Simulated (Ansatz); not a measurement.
# Ge (model structure, within 0.1 Å of Fd-3m, No. 227, 2 atoms in the cell): band gap by level of theory

No measured value is used here.

```csv
level (code),value (eV),cell (Å³/atom)
LDA (Ansatz),0.00,23.15
PBEsol+SOC (Ansatz),0.00,23.15
r²SCAN+SOC (Ansatz),…,23.15
r²SCAN+rVV10 (Ansatz),0.44,22.61
HSE06+SOC (Ansatz),0.51 (direct),23.15
PBE0 (Ansatz),…,23.15
```

### Question
Fill in the missing entries.

### Answer

- r²SCAN+SOC (Ansatz, an electronic-structure program), value (eV): 0.13 (direct)
- PBE0 (Ansatz), value (eV): 1.13 (direct)

Computed values are for a static lattice. Spin–orbit coupling is included only where a level's name says +SOC; with heavier elements it mostly lowers gaps and can invert bands. A gap of zero means that the bands touch or overlap; how far they overlap is not shown.  r²SCAN+rVV10: the gap is read on the k mesh or supercell of the run alone and can be too large. Values are at the PBE-D3(BJ) cell; r²SCAN+rVV10 at the level's own equilibrium cell. Cutoffs and k meshes differ between the levels. Ansatz's density-functional and Hartree–Fock values are scalar-relativistic unless marked +SOC, with PAW data made under PBE.

A model structure was made by putting elements into a prototype or built by hand; here it ended with the formula and space group of a phase in our tables.
